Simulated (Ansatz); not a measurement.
Cost and result by functional for the adsorption energy of F on the 1x1 (0001) surface of hcp Zr, one in a 2x2 cell, started at the site 'bridge Zr-Zr (span 3.2 Å)', in Ansatz (plane waves, PAW). Single points on the PBE structure, on one kind of machine; costs are rough ratios of the slab run's core time (references not counted) to the cheapest single point. r2SCAN's cost holds its higher cutoff (500 against 420 eV). Differences are taken against r2SCAN for comparison alone: no measured value is at hand, so the table doesn't rank accuracy.

Slab: 17 atoms, 7.6 Å thick at the start under the adsorbate (thin: gaps and levels are the slab's own); k 5x5x1, smearing 0.1 eV, dipole-corrected; 8 atoms held, the rest relaxed; start symmetry kept, larger cells not searched; no spin, no spin-orbit, no U, no dispersion correction. At the end it is bonded to 3 Zr. In PBE it is, or lies within 0.03 eV of, the lowest of the starts that converged. These notes are the PBE run's. Adsorption energies are against ½ F2(g). A negative adsorption energy means that the adsorbate is more stable on the surface than in its reference.

| functional | relative cost | adsorption energy (eV) | less r2SCAN (eV) |
|---|---|---|---|
| RPBE | 1 | -5.16 | 0.73 |
| r2SCAN | 2 | -5.89 | 0.00 |
| PBE (the relaxed run's value) | – | -5.37 | 0.52 |

The values span 0.73 eV, while the single points' costs differ by a factor of roughly 2. Differences are of unrounded values.

Ansatz is an electronic-structure program.
